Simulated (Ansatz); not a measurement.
Input and output of a self-consistent single point for a (110) slab of Zr (cut from a parent of space group no. 229; 4 atoms in the cell) (Ansatz, a quantum-chemistry and plane-wave program).

Method: LDA (PW92), default PAW files made with PBE (plane waves; Ansatz).

The change in words: vacuum of 8 angstrom (first run: 14 Å); efield.axis: default → 3; efield.dipole_correction: default → true. Reference geometry:
```xyz
4
Lattice="3.1173 0.0000 0.0000 -4.1565 2.9391 0.0000 0.0000 0.0000 21.6359" Properties=species:S:1:pos:R:3 pbc="T T T"
Zr     2.0782     0.7348     7.0000
Zr    -3.1173     2.2043     9.5453
Zr    -1.0391     0.7348    12.0906
Zr    -3.1173     2.2043    14.6359
```

Reference input (self-consistent single point, DFT, LDA (PW92), plane waves, default PAW files made with PBE): basis.ecutwfc = 420 eV; kpoints.mp_grid.grid = 12 12 1; hamiltonian.xc = lda; hamiltonian.pseudopotentials = {kind: paw} (the program's default PAW files); scf.occupations.method = fermi_dirac; scf.occupations.width = 0.1 eV. This run's input differs from it in these lines:

Ansatz 0.2 input:
```diff
@@ -5,8 +5,8 @@
     - [-4.15645800, 2.93905900, 0.00000000]
-    - [0.00000000, 0.00000000, 21.63590800]
+    - [0.00000000, 0.00000000, 15.63591800]
   atoms:
-    - { symbol: Zr, position: [1.00000000, 0.25000000, 0.32353600] }
-    - { symbol: Zr, position: [0.00000000, 0.75000000, 0.44117900] }
-    - { symbol: Zr, position: [0.00000000, 0.25000000, 0.55882100] }
-    - { symbol: Zr, position: [0.00000000, 0.75000000, 0.67646400] }
+    - { symbol: Zr, position: [1.00000000, 0.25000000, 0.25582100] }
+    - { symbol: Zr, position: [0.00000000, 0.75000000, 0.41860800] }
+    - { symbol: Zr, position: [0.00000000, 0.25000000, 0.58139200] }
+    - { symbol: Zr, position: [0.00000000, 0.75000000, 0.74417900] }
 basis:
@@ -18,2 +18,5 @@
   pseudopotentials: { kind: paw }
+efield:
+  axis: 3
+  dipole_correction: true
 scf:
@@ -23,3 +26,2 @@
   eigenvalues: true
-  stress: true
```

The program printed (abridged):

```
SCF iter   1: F=—  HF=-16307.491520 eV  |F-HF|=—  |Δ(HF+E_count)|=         —  Δρ=6.24e-3  dr2=5.60e-1  ethr=1.77e-3  p=0.000 e·Å  D=8.71e-14 V/Å  ΔV_dip=-0.00 eV  dr2_dipole=1.00e-6  V_vac-E_F(+/−)=4.13/4.20 eV  ⟨swp⟩=4.8  Hψ=5228  notcnv=0
all-band conjugate gradients solve this SCF's bands
efield: sawtooth ramp at fractional position 0.9500 (placed from the atoms, in the widest stretch of the axis that holds none …
   [... lines left out ...]
WARN: efield: at this solve's end the planar-averaged density reaches 1.07e-2 e/Å³ inside the ramp window [0.8860, 0.1140] (bound 1e-5 e/Å³) …
SCF 1 converged in 7 iterations: F = -16307.479372 eV  dr2 = 6.68e-8
Free energy (F): -16307.479372 eV
Internal energy: -16307.199431 eV  (E = F + TS)
E sigma→0 (E₀):  -16307.339401 eV
Entropy (-TS):   -0.279941 eV (-69.985 meV/atom)
Fermi energy:    7.446008 eV
Dipole field:    D = -0.000001 V/Å  (p = -0.000000 e·Å, saw-weighted, corrected)
Work function:   Φ+ = withheld (plateau slope 1.1e0 eV/Å)   Φ− = withheld (plateau slope 8.6e-1 eV/Å)
Levels:          The Fermi level and band energies are counted from a zero that moves with the ramp; work functions are not
Vacuum region:   at the solve's end the planar-averaged density reaches 1.07e-2 e/Å³ inside the ramp window [0.8860, 0.1140] (bound 1e-5 e/Å³)
--- Forces (eV/Å), atoms counted from 1 ---
  atom   1  Zr     0.00000000     0.00000000     0.83817508
  atom   2  Zr     0.00000000     0.00000000    -0.49857089
  atom   3  Zr    -0.00000000    -0.00000000     0.49857291
  atom   4  Zr    -0.00000000    -0.00000000    -0.83817819
```

The run converged in 7 iterations. Against the reference run the free energy falls by 2.2 meV/atom and the largest force goes from 0.849 to 0.838 eV/Å.

The starting cell comes from a database of computed structures (which also holds hypothetical and non-ambient phases and stackings), without a prior relaxation at this level. The slab is cut from that crystal, and its faces are unrelaxed. Its lattice was rescaled by up to half a per cent.
